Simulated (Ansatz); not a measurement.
Effect of isotropic strain +2.50 % on InP

The parent structure is InP in the zinc blende structure (space group F-43m, No. 216; a = 5.9595 Å).

It is then changed as follows: every lattice vector is stretched by 2.50 %; the atoms relax in the strained cell.

The values are results of Ansatz (a first-principles code), PBE, PAW, cutoff 420 eV, no spin-orbit coupling, not measurements. k-mesh 10×10×10 (Γ-centred); smearing 0.05 eV (Fermi–Dirac).

```csv
quantity,base,changed,shift
volume per atom,26.46 Å³,28.49 Å³,+2.03 Å³
space group,F-43m (No. 216),F-43m (No. 216),–
shortest interatomic distance,2.581 Å,2.645 Å,+0.0645 Å
energy relative to the base (free energy F),0 meV/atom,+25 meV/atom,+25 meV/atom
pressure,0.0 GPa,-3.7 GPa,-3.7 GPa
band gap,0.44 eV,zero,–
"valley order (the lowest conduction-band minima on the path, energy above the VBM, named in the base's zone)",Γ 0.44 eV; L along ⟨111⟩ 1.38 eV; X along ⟨100⟩ 1.85 eV,Γ 0.04 eV; L along ⟨111⟩ 1.20 eV; X along ⟨100⟩ 1.96 eV,–
```

Final structure:

```
InP
1.0
    0.00000     3.05425     3.05425
    3.05425     0.00000     3.05425
    3.05425     3.05425     0.00000
In P
1 1
Cartesian
  0.00000   0.00000   0.00000
  1.52713   1.52713   1.52713
```

Stability against distortions was not tested. All final runs are without spin polarisation. Gaps under 0.05 eV, about the width of the smearing, are given as zero. The zero or small gap of InP under isotropic strain +2.50 % can change with the level of theory.
